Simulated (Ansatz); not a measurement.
# Converging the k-point mesh at a smearing width of 0.02 eV: MoW (Cmm2, 2 atoms in the cell)

```xyz
2
Lattice="1.5714 -2.2231 0.0000 1.5714 2.2231 0.0000 0.0000 0.0000 4.4642" Properties=species:S:1:pos:R:3 pbc="T T T"
Mo     0.0000     0.0000     0.0500
W      1.5714     0.0000     2.2321
```

Method of the run: PBEsol, default PAW files made with PBE (plane waves; Ansatz, a quantum-chemistry and plane-wave program).

Base settings: basis.ecutwfc = 420 eV; kpoints.mp_grid.grid = 13 13 8; hamiltonian.xc = pbesol; hamiltonian.pseudopotentials = {kind: paw} (the program's default PAW files); scf.occupations.method = fermi_dirac; scf.occupations.width = 0.1 eV.

In this ladder: scf.occupations.width = 0.02 eV.

Only quantities that move along the ladder and can be compared are tabulated.

The count of work is k-points × plane waves × bands × iterations; it is no time. Core times come from one kind of shared machine, to one figure; runs under 30 s give none.

The starting cell comes from a database of computed structures (which also holds hypothetical and non-ambient phases and stackings), without a prior relaxation at this level. Its lattice was rescaled by up to half a per cent. One atom was moved a little off its site on purpose. Spin polarisation is off. Ansatz's pressure includes its estimate of the finite-basis (Pulay) stress.

```tsv
kpoints.mp_grid.grid	free energy less the last step's (meV/atom)	pressure (GPa)	largest difference of a force vector from the last step's (eV/Å)	count of work / last	core time / last (rough)
5 5 3	-6.82	-0.17	0.022	0.0064	–
7 7 4	11.57	-1.48	0.002	0.017	–
8 8 5	0.83	-0.91	0.019	0.026	–
10 10 6	9.30	-1.05	0.033	0.051	–
12 12 7	-4.24	-1.26	0.013	0.061	–
14 14 8	4.31	-1.12	0.002	0.12	–
17 17 10	-0.44	-1.12	0.010	0.20	–
20 20 12	-0.42	-1.18	0.007	0.32	0.3
25 25 14	2.02	-1.06	0.004	0.56	0.5
30 30 18	0.00	-1.21	0.000	1.0	1
```

Coarsest kpoints.mp_grid.grid that holds the free energy within 5 meV/atom of the last step, with all finer ones: 12 12 7, at 0.061 of the last step's count of work; the step before is off by 9.3 meV/atom.

Coarsest kpoints.mp_grid.grid that holds the forces within 0.005 eV/Å: not settled: the last two steps still differ by 0.004 eV/Å, over half the tolerance, so the ladder does not show it.

Coarsest kpoints.mp_grid.grid that holds the pressure within 0.5 GPa of the last step, with all finer ones: 7 7 4, at 0.017 of the last step's count of work; the step before is off by 1.0 GPa.

Keys are those of Ansatz 0.2.
